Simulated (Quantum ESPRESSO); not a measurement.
Troubleshooting Quantum ESPRESSO: a failed run on Cu (Fm-3m, 1 atom in the cell). The aim is a self-consistent single point with DFT, PBE, plane waves, PSlibrary ultrasoft (PBE) pseudopotentials.

This input was run:

```fortran
&control
  calculation = 'scf',
  prefix = 'run',
  outdir = './tmp/',
  pseudo_dir = './',
  tprnfor = .true.,
  tstress = .true.,
/
&system
  ibrav = 2,
  celldm(1) = 6.7603629300,
  nat = 1,
  ntyp = 1,
  ecutwfc = 7.5,
  ecutrho = 45,
  occupations = 'smearing',
  smearing = 'methfessel-paxton',
  degauss = 0.0073499,
/
&electrons
  conv_thr = 1.0d-10,
  mixing_beta = 0.4,
/
ATOMIC_SPECIES
Cu    63.5460  Cu.pbe-dn-rrkjus_psl.1.0.0.UPF
ATOMIC_POSITIONS angstrom
Cu    0.0000000000    0.0000000000    0.0000000000
K_POINTS automatic
21 21 21  0 0 0
```

The program printed (abridged):

```
     Self-consistent Calculation

     iteration #  1     ecut=     7.50 Ry     beta= 0.40

     total energy              =    -100.14124898 Ry
     estimated scf accuracy    <      25.53416481 Ry

     iteration #  2     ecut=     7.50 Ry     beta= 0.40

     total energy              =     -98.47432309 Ry
     estimated scf accuracy    <       4.43364199 Ry

     iteration #  3     ecut=     7.50 Ry     beta= 0.40

     total energy              =     -99.05157793 Ry
     estimated scf accuracy    <       0.14618996 Ry

     iteration #  4     ecut=     7.50 Ry     beta= 0.40

 %%%%%%%%%%%%%%%%%%%%%%%%%%%%%%%%%%%%%%%%%%%%%%%%%%%%%%%%%%%%%%%%%%%%%%%%%%%%%%
     Error in routine cdiaghg (40):
     S matrix not positive definite
 %%%%%%%%%%%%%%%%%%%%%%%%%%%%%%%%%%%%%%%%%%%%%%%%%%%%%%%%%%%%%%%%%%%%%%%%%%%%%%

     stopping ...
```

From the messages shown, name the fault and mend the input.

The fault is a basis or grid far too coarse for these potentials; here the program stops on it instead of giving results. To fix it, restore the cutoff that the potentials need and check convergence. The program stopped with an error at about iteration 4.

The sound input it was made from differs as follows (other fixes are possible):
```diff
-  ecutwfc = 7.5,
-  ecutrho = 45,
+  ecutwfc = 50,
+  ecutrho = 300,
```

With that input, the run converged in 9 iterations: free energy E − TS -1670.0402 eV; Fermi level (on the code's own zero) 13.29 eV; pressure 6.18 GPa (DFT, PBE, plane waves, PSlibrary ultrasoft (PBE) pseudopotentials).

On the sound input: the starting cell comes from a database of computed structures (which also holds hypothetical and non-ambient phases and stackings), without a prior relaxation at this level. Spin polarisation is off. With a pressure of about 6 GPa the cell is away from its equilibrium volume at this level.
